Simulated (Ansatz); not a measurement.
## A self-consistent single point of TiGa3 (I4/mmm, 4 atoms in the cell) with Ansatz

Method of the run: LDA (PW92), default PAW files made with PBE (plane waves; Ansatz, a first-principles code).

The input file:

Ansatz 0.2 input:
```yaml
crystal:
  lattice:
    - [-1.874789, 1.874789, 4.355330]
    - [1.874789, -1.874789, 4.355330]
    - [1.874789, 1.874789, -4.355330]
  atoms:
    - { symbol: Ti, position: [0.000000, 0.000000, 0.000000] }
    - { symbol: Ga, position: [0.750000, 0.250000, 0.500000] }
    - { symbol: Ga, position: [0.250000, 0.750000, 0.500000] }
    - { symbol: Ga, position: [0.500000, 0.500000, 0.000000] }
basis:
  ecutwfc: 420.0
kpoints:
  mp_grid: { grid: [10, 10, 10] }
hamiltonian:
  xc: lda
  pseudopotentials: { kind: paw }
scf:
  occupations: { method: gaussian, width: 0.1 }
output:
  forces: true
  eigenvalues: true
  stress: true
```

The program printed (abridged):

```
WARN ansatz: RAYON_NUM_THREADS=1 ignored (pool sized by the plan → 1); use --threads N
Pseudopotentials: kind: paw
Pseudopotential: Ti, paw, valence charge 12
Pseudopotential: Ga, paw, valence charge 13
Crystal: 4 atoms, lattice volume = 61.233 Å³
Basis set: ecut = 420 eV, 1203 PW (Γ)
Bands: 31, of which v1, the nominal top of the filled ones, is band 26 counted from 1 (25 counted from 0)
Symmetry: 16 space group operations
Space group: I4/mmm (ITA 139), of the structure as read, at distance tolerance 3.9e-5 Å
k-points: 102 of 1000
PAW frozen core: Ti, regenerated for the run's functional, and the local potential with it
PAW frozen core: Ga, regenerated for the run's functional, and the local potential with it
Initial density: superposition of atomic densities (neutral atoms: chi_scale 0, normalization atom), corrected by the library's trained network
Initial wavefunctions: pseudopotential atomic-orbital guess
Eigensolver: davidson
Functional: x = slater, c = lda
SCF iter   1: F=—  HF=-13573.007442 eV  |F-HF|=—  |Δ(HF+E_count)|=         —  Δρ=8.49e-3  dr2=3.58e-2  ethr=1.77e-3  ⟨swp⟩=5.5  Hψ=12887  notcnv=0
all-band conjugate gradients solve this SCF's bands
preconditioner: auto → Kerker (q_TF=auto, 2.646 Å⁻¹)
SCF iter   2: F=—  HF=-13573.002263 eV  |F-HF|=—  |Δ(HF+E_count)|=   5.18e-3  Δρ=3.88e-3  dr2=9.19e-3  ethr=7.01e-5  ⟨swp⟩=3.0  Hψ=6149  notcnv=0  defer=9
SCF iter   3: F=—  HF=-13573.001149 eV  |F-HF|=—  |Δ(HF+E_count)|=   1.11e-3  Δρ=1.33e-3  dr2=4.32e-4  ethr=1.80e-5  ⟨swp⟩=2.9  Hψ=5169  notcnv=0  defer=9
SCF iter   4: F=—  HF=-13573.000870 eV  |F-HF|=—  |Δ(HF+E_count)|=   2.80e-4  Δρ=4.34e-4  dr2=1.07e-4  ethr=8.46e-7  ⟨swp⟩=2.0  Hψ=5135  notcnv=0  defer=9
SCF iter   5: F=—  HF=-13573.000845 eV  |F-HF|=—  |Δ(HF+E_count)|=   2.43e-5  Δρ=8.96e-5  dr2=5.94e-6  ethr=2.09e-7  ⟨swp⟩=2.7  Hψ=5416  notcnv=0  defer=9
SCF iter   6: F=—  HF=-13573.000850 eV  |F-HF|=—  |Δ(HF+E_count)|=   4.04e-6  Δρ=1.37e-5  dr2=1.39e-7  ethr=1.16e-8  ⟨swp⟩=2.1  Hψ=5163  notcnv=0  defer=10
SCF iter   7: F=-13573.000849 eV  HF=-13573.000849 eV  |F-HF|=1.31e-8  |Δ(HF+E_count)|=   1.68e-8  Δρ=4.18e-6  dr2=1.25e-8  ethr=1.96e-10  ⟨swp⟩=7.3  Hψ=12720  notcnv=0
SCF 1 converged in 7 iterations: F = -13573.000849 eV  dr2 = 1.25e-8
SCF converged after 7 iterations
Free energy (F): -13573.000849 eV
Harris-Foulkes:  -13573.000849 eV  (|F-HF|=1.31e-8)
Internal energy: -13572.994272 eV  (E = F + TS)
E sigma→0 (E₀):  -13572.997561 eV
Entropy (-TS):   -0.006578 eV (-1.644 meV/atom)
Fermi energy:    12.823837 eV
--- Per-component energies (eV) ---
  E_band       = -147.961875
  E_kinetic    = 625.185366
  E_local      = -5659.917358  (includes V_loc(G=0)·N_el)
  E_nonlocal   = 1287.813424
  E_hartree    = 2652.855481
  E_xc         = -307.414033
  E_vxc        = -302.846327  (∫ρ·V_xc dr)
  E_paw        = -6732.010576  (= ΣΔE_a)
  E_vpaw       = -1403.909150  (= ΣTr[D̂ρ^β])
  E_aug_tail   = -0.000310  (compensation charges beyond the density's cutoff)
  E_ewald      = -5445.017656
  E_core_change = 5.511390  (= ΣΔE_core)
  E_smearing   = -0.006578  (= −TS)
  E_closure    = -0.000000  (closes the sum)
  Σ components = -13573.000849   (vs F -13573.000849, Δ=0.00e0)
--- Forces (eV/Å), atoms counted from 1 ---
  atom   1  Ti     0.00000000     0.00000000     0.00000000
   [... zero for the other atoms too ...]
  max |Σ_I F_I| component: 3.47e-18 eV/Å
--- Stress (GPa, compression-positive) ---
       -4.532772       0.000000       0.000000
        0.000000      -4.532772       0.000000
        0.000000       0.000000      -4.129395
  P = ⅓ Tr σ = -4.3983 GPa (-43.983 kbar)
  The stress holds the Pulay correction. Without it, at fixed plane waves, as pw.x and ABINIT print it: P = -4.4414 GPa
--- Band table (eV; the first three rows and the last of 102) ---
  k-point 0: bands = ["-43.2947", "-19.9158", "-19.9158", "-19.8421", "-2.3163", "-2.1816", "-2.1393", "-1.9977", "-1.9977", "-1.9476", "-1.9476", "-1.8841", "-1.8829", "-1.8779", "-1.7471", "-1.7174", "-1.7174", "-1.6983", "-1.5331", "1.3792", [...]
  k-point 1: bands = ["-43.2944", "-19.9198", "-19.9187", "-19.8416", "-2.2876", "-2.1554", "-2.1163", "-2.0125", "-1.9800", "-1.9508", "-1.9495", "-1.8756", "-1.8710", "-1.8683", "-1.7635", "-1.7406", "-1.7164", "-1.7147", "-1.5711", "1.6008", [...]
  k-point 2: bands = ["-43.2934", "-19.9292", "-19.9263", "-19.8403", "-2.2318", "-2.0881", "-2.0702", "-2.0156", "-1.9614", "-1.9575", "-1.9376", "-1.8637", "-1.8498", "-1.8336", "-1.8200", "-1.7952", "-1.7563", "-1.7456", "-1.6234", "2.2618", [...]
  k-point 101: bands = ["-43.2946", "-19.9158", "-19.9158", "-19.8455", "-2.3035", "-2.2489", "-2.1531", "-2.1531", "-2.0732", "-1.9959", "-1.8951", "-1.8647", "-1.7843", "-1.7843", "-1.7162", "-1.7162", "-1.7017", "-1.6472", "-1.5332", "2.9056", [...]
```

The run converged in 7 iterations.

The starting cell comes from a database of computed structures (which also holds hypothetical and non-ambient phases and stackings), without a prior relaxation at this level. Its lattice was rescaled by up to half a per cent. Spin polarisation is off. With a pressure of about -4 GPa the cell is away from its equilibrium volume at this level. Ansatz's pressure includes its estimate of the finite-basis (Pulay) stress.
